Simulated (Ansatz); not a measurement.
Abridged Ansatz (an electronic-structure program) output:

```
Pseudopotential: Ag, paw, valence charge 19
Pseudopotential: Cl, paw, valence charge 7
Crystal: 2 atoms, lattice volume = 39.126 Å³
Basis set: ecut = 500 eV, 1021 PW (Γ), exchange–correlation on 100×100×100 points (64 copies of the dense FFT grid, shifted against one another)
Bands: 17, of which v1, the nominal top of the filled ones, is band 13 counted from 1 (12 counted from 0)
Symmetry: 48 space group operations
k-points: 56 of 1000
Functional: x = r2scan, c = r2scan; τ floored in thin density (d = 2e-4 eV/Å³)
SCF iter   1: F=—  HF=-8688.503008 eV  |F-HF|=—  |Δ(HF+E_count)|=         —  Δρ=9.74e-3  dr2=2.92e-2  dr2_τ=5.83e-3  ethr=1.77e-3  ⟨swp⟩=5.3  Hψ=4637  notcnv=0
SCF iter   2: F=—  HF=-8688.502614 eV  |F-HF|=—  |Δ(HF+E_count)|=   3.94e-4  Δρ=5.09e-3  dr2=4.73e-3  dr2_τ=1.05e-3  ethr=1.12e-4  ⟨swp⟩=2.4  Hψ=2093  notcnv=0
SCF 1 converged in 8 iterations: F = -8688.502012 eV  dr2 = 1.05e-12
SCF converged after 8 iterations
Free energy (F): -8688.502012 eV
Internal energy: -8688.502011 eV  (E = F + TS)
E sigma→0 (E₀):  -8688.502012 eV
Entropy (-TS):   -0.000000 eV (-0.000 meV/atom)
Fermi energy:    9.364313 eV
--- Forces (eV/Å), atoms counted from 1 ---
  atom   1  Ag    -0.00000000    -0.00000000     0.00000000
  atom   2  Cl     0.00000000     0.00000000     0.00000000
--- Stress (GPa, compression-positive) ---
       -0.002857       0.000000       0.000000
        0.000000      -0.002857       0.000000
        0.000000       0.000000      -0.002857
  P = ⅓ Tr σ = -0.0029 GPa (-0.029 kbar)
```

Q: What was computed, and what are the main results?

A: AgCl, 2 atoms in the cell, with r2SCAN (Ansatz), no SOC. The last SCF converged to F = -8688.502012 eV, or -4344.2510 eV per atom, at a pressure of 0.00 GPa. The total energy compares only with runs of the same code, potentials and settings.

Stability against distortions was not tested. The cell is AgCl in the CsCl type structure (space group Pm-3m, No. 221; a model cell, its experimental status unchecked). This is not the structure that AgCl has at room temperature and ambient pressure.
